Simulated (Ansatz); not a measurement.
**TiS2: Mg on a Ti site, symmetric start**

Base system: a 27-atom supercell of TiS2 in the CdI2 type structure (space group P-3m1, No. 164; a = 3.2980 Å, c = 5.3401 Å; layered, stacked along the Cartesian z axis) at its relaxed geometry.

Perturbation: a neutral Mg on a Ti site, symmetric start, atoms relaxed at fixed cell.

All numbers come from PBEsol-D3(BJ) in Ansatz (plane waves to 420 eV, PAW, spin-orbit coupling left out). Γ-centred 6×4×4 mesh, Fermi–Dirac width 0.05 eV.

| quantity | base | changed | shift |
|---|---|---|---|
| largest displacement of a host atom from its site in the perfect cell | – | 0.12 Å | – |
| mean distance from the defect site to its nearest host atoms | 2.38 Å | 2.48 Å | +0.10 Å |

In so small a cell the defect repeats every few ångströms: this is an ordered compound, not a dilute defect. The defect started on the symmetric site and kept its symmetry, so it may sit on a saddle. The final runs are not spin-polarised. The defect cell is not spin-polarised.

Ansatz is a first-principles code.
